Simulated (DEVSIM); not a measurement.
# illuminated Si n-on-p cell, one wavelength, with a back-surface field

System: illuminated Si n-on-p cell, one wavelength, with a back-surface field, at 300 K.

```csv
layer (left to right),material,thickness (μm),Nd (cm⁻³),Na (cm⁻³),τn (s),τp (s),absorption coefficient (cm⁻¹)
1,Si,0.150,6.1e18,-,3.2e-5,3.5e-6,32000
2,Si,22.0,-,1.8e15,0.00027,0.00027,32000
3,Si,0.310,-,5e18,0.00027,0.00027,32000
```

Left contact: ohmic, minority hole recombination velocity 1e5 cm/s. Right contact: ohmic, minority electron recombination velocity 40000 cm/s. Voltage is applied to the left contact. Recombination: SRH at mid-gap, radiative, Auger. Light enters at the left, 1.9e17 photons cm⁻² s⁻¹, one pass, no reflection. Mobility is μmin + (μ − μmin)/(1 + (N/Nref)^α).

Constants are typed, rounded textbook-type inputs, not results; the design itself was drawn at random and stands for no fabricated device. Values at 300 K.

```tsv
parameter	Si
gap (eV)	1.124
affinity (eV)	4.05
permittivity	11.7
Nc (cm⁻³)	2.86e19
Nv (cm⁻³)	3.1e19
μn (cm²/Vs)	1417
μp (cm²/Vs)	470
μn,min	52
μp,min	45
Nref,n	9.7e16
Nref,p	2.2e17
αn	0.68
αp	0.72
B (cm³/s)	4.7e-15
Cn (cm⁶/s)	2.8e-31
Cp (cm⁶/s)	9.9e-32
```

Model (solved in DEVSIM): 1D drift-diffusion, Boltzmann statistics, complete ionisation; no tunnelling, impact ionisation, image-force lowering or self-heating.

The potential step across the device at zero bias is 1.037 V and the dark forward voltage at 1 A/cm² is 0.747 V. The dark forward voltage at 100 A/cm² is 0.871 V. The short-circuit current is 27.8 mA/cm², the open-circuit voltage comes out as 0.652 V and the fill factor is 0.83. The largest power comes out as 15.1 mW/cm² and the share of generated pairs collected at short circuit is 0.914.

Dark forward current:

```tsv
V (V)	J (A/cm²)
-0.05	-4.2e-11
-0.10	-1.6e-10
-0.15	-5.5e-10
-0.20	-2.1e-9
-0.25	-9.4e-9
-0.30	-5.1e-8
-0.35	-3.1e-7
-0.40	-2.0e-6
-0.45	-1.4e-5
-0.50	-9.4e-5
-0.55	-0.00063
-0.60	-0.0041
-0.65	-0.026
-0.70	-0.17
-0.75	-1.1
-0.80	-7.5
-0.85	-47
-0.90	-270
-0.95	-1300
-1.00	-5000
```

Current under light (generator sign):

| V (V) | J (mA/cm²) |
|---|---|
| 0.00 | 27.8 |
| 0.10 | 27.8 |
| 0.20 | 27.8 |
| 0.30 | 27.8 |
| 0.40 | 27.8 |
| 0.50 | 27.7 |
| 0.52 | 27.6 |
| 0.54 | 27.4 |
| 0.56 | 26.9 |
| 0.58 | 25.9 |
| 0.60 | 23.7 |
| 0.62 | 19.2 |
| 0.64 | 9.85 |
| 0.66 | -10.0 |
